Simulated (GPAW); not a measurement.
A self-consistent single point of Mo (Im-3m, 1 atom in the cell) with GPAW.

Method: LDA (Perdew-Wang 92), GPAW PAW datasets LDA (gpaw-data 1.0.1) (plane waves; GPAW).

```xyz
1
Lattice="-1.5671 1.5671 1.5671 1.5671 -1.5671 1.5671 1.5671 1.5671 -1.5671" Properties=species:S:1:pos:R:3 pbc="T T T"
Mo     0.0000     0.0000     0.0000
```

Reference input (self-consistent single point, DFT LDA (Perdew-Wang 92), plane waves, GPAW PAW datasets LDA (gpaw-data 1.0.1)): mode = pw; ecut = 550 eV; xc = LDA; kpts = 11 11 11; mesh shift (steps) = 0 0 0; occupations.name = fermi-dirac; occupations.width = 0.1 eV; nbands = -9; convergence.forces = 0.001 eV/Å; symmetry.symmorphic = false; symmetry.tolerance = 0.0005; maxiter = 100. This run's input differs from it in these lines:

```diff
@@ -13,4 +13,4 @@
             xc='LDA',
-            kpts=(11, 11, 11),
-            occupations={'name': 'fermi-dirac', 'width': 0.1},
+            kpts={'size': (16, 16, 16), 'gamma': True},
+            occupations={'name': 'fermi-dirac', 'width': 0.3},
             nbands=-9,
```

Output (repeated stretches shortened):

```
     iter     time        total  log10-change:
                         energy   eigst   dens  force
iter:   1 --:--:--   -13.458473
iter:   2 --:--:--   -13.309534   -1.04  -1.19
iter:   3 --:--:--   -12.520700   -1.35  -1.22
iter:   4 --:--:--   -12.529699   -3.00  -1.95
iter:   5 --:--:--   -12.521166   -2.88  -2.00
iter:   6 --:--:--   -12.512919   -3.81  -2.40
iter:   7 --:--:--   -12.512854   -5.85  -3.22
iter:   8 --:--:--   -12.512542c  -5.41  -3.38
iter:   9 --:--:--   -12.512621c  -6.50  -3.93
iter:  10 --:--:--   -12.512585c  -7.27  -4.14c
iter:  11 --:--:--   -12.512585c  -9.43c -6.36c
iter:  12 --:--:--   -12.512585c -11.64c -6.42c -24.47c
Converged after 12 iterations.

Dipole moment: (0.000000, 0.000000, -0.000000) |e|*Ang

Energy contributions relative to reference atoms: (reference = -110019.813038)

Kinetic:        -11.930357
Potential:       +6.804478
External:        +0.000000
XC:              -7.052094
Entropy (-ST):   -0.217841
Local:           -0.225691
SIC:             +0.000000
--------------------------
Free energy:    -12.621505
Extrapolated:   -12.512585

Showing only first 2 kpts
 Kpt  Band  Eigenvalues  Occupancy
  0     5     12.15290    1.97447
  0     6     12.15290    1.97447
  0     7     12.15290    1.97447
  0     8     15.16174    0.00680

  1     5     12.05427    1.98156
  1     6     12.13679    1.97579
  1     7     12.31706    1.95629
  1     8     15.01599    0.01102

Fermi level: 13.45741

No gap
No difference between direct/indirect transitions
Energy (eV): -12.512585

Forces in eV/Ang:
  0 Mo    0.00000    0.00000   -0.00000

Stress tensor:
     0.039316     0.000000    -0.000000
     0.000000     0.039316     0.000000
    -0.000000     0.000000     0.039316
Stress (GPa, Voigt): [ 6.2992  6.2992  6.2992  0.     -0.      0.    ]
```

The run converged in 12 iterations. GPAW prints stress with tension positive. Against the reference run the free energy drops by 110 meV/atom and the pressure goes from -6.87 to -6.30 GPa.

The starting cell has typed, rounded lattice constants, without a prior relaxation at this level. Its lattice was rescaled by up to half a per cent. Spin polarisation is off. With a pressure of about -6 GPa the cell is away from its equilibrium volume at this level.
